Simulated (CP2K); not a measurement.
Band structure of Hf (P6_3/mmc, 2 atoms in the cell).

```yaml
crystal:
  lattice:
    - [3.15714, 0.00000, 0.00000]
    - [-1.57857, 2.73417, 0.00000]
    - [0.00000, 0.00000, 4.99798]
  atoms:
    - { symbol: Hf, position: [0.33333, 0.66667, 0.25000] }
    - { symbol: Hf, position: [0.66667, 0.33333, 0.75000] }
```

Method: PBE, GPW, DZVP-MOLOPT-SR-GTH basis, GTH-PBE potentials (GTH_POTENTIALS) run with CP2K.

Settings: CUTOFF = 500 Ry; REL_CUTOFF = 60 Ry; SMEAR/METHOD = GAUSSIAN; SIGMA = 0.1 eV; KPOINTS/SCHEME = MONKHORST-PACK 8 8 5; GAMMA_CENTERED = T; XC_FUNCTIONAL = PBE; Hf/BASIS_SET = DZVP-MOLOPT-SR-GTH-q12; Hf/POTENTIAL = GTH-PBE-q12; METHOD = GPW; EPS_DEFAULT = 1e-10; EXTRAPOLATION = USE_GUESS; NGRIDS = 5; SCF_GUESS = ATOMIC.

The starting cell has typed, rounded lattice constants, without a prior relaxation at this level. Its lattice was rescaled by a random factor within 2.5 % of one. Spin-orbit coupling is off. Values carry the incompleteness of an atom-centred basis.

Levels in eV from the Fermi level, bands 9 to 14:
```tsv
point	9	10	11	12	13	14
Γ	-7.69	-4.00	0.52	1.22	1.22	1.48
M	-3.60	-2.98	-2.44	-0.95	0.79	0.89
K	-2.20	-1.99	-1.99	-1.66	0.38	0.38
A	-5.67	-5.67	0.18	0.18	1.08	1.08
L	-3.69	-3.69	-1.10	-1.10	1.17	1.17
H	-1.92	-1.92	-1.67	-1.67	-0.32	-0.32
```

Bands cross the Fermi level along this path, so the cell is metallic at this level.

Higher empty bands are left out: an atom-centred basis made for the valence describes them poorly.
